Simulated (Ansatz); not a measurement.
The starting structures come from a database of crystals and need not be the phases stable at ambient conditions.

Tunnelling through a barrier is set by its complex band structure: the current falls as exp(−2κd) with the smallest κ.

Given:

```xyz
12
Lattice="7.1422 0.0000 0.0000 3.5711 7.3050 0.1159 3.5711 -0.6131 1.9685" Properties=species:S:1:pos:R:3 pbc="T T T"
Li     4.7615     0.6814     0.2122
Li     9.5230     4.0274     1.2544
B      4.7615     3.5991     1.1211
B      2.3807     0.2532     0.0789
H      4.7615     2.4418     0.7606
H      9.5230     5.7878     1.8028
H      4.1879     4.2892     0.2954
H      1.2336     0.6478     0.2018
H      7.7590     4.3115     0.2240
H      2.9543     0.3524     1.1503
H      5.9086     3.9938     1.2440
H      6.5254     0.3301     1.2218
```

Space group of this cell: P6_3mc. The cell was relaxed by PBE-D3(BJ); by r2SCAN its mean pressure is 0.5 GPa.

Transport runs along the normal of the first two printed cell vectors, the (111) plane of the conventional cell.

The gap is the functional's own, uncorrected, and κ follows it; spin-orbit coupling is left out. Mid-gap values are interpolated between the computed energies.

### Question
Give the band gap and the smallest decay constant κ at mid-gap that r2SCAN in Ansatz (an electronic-structure program) yields.

### Answer
Gap 7.28 eV on a 16×16×16 mesh; κ = 0.458 1/Å, at the zone centre.
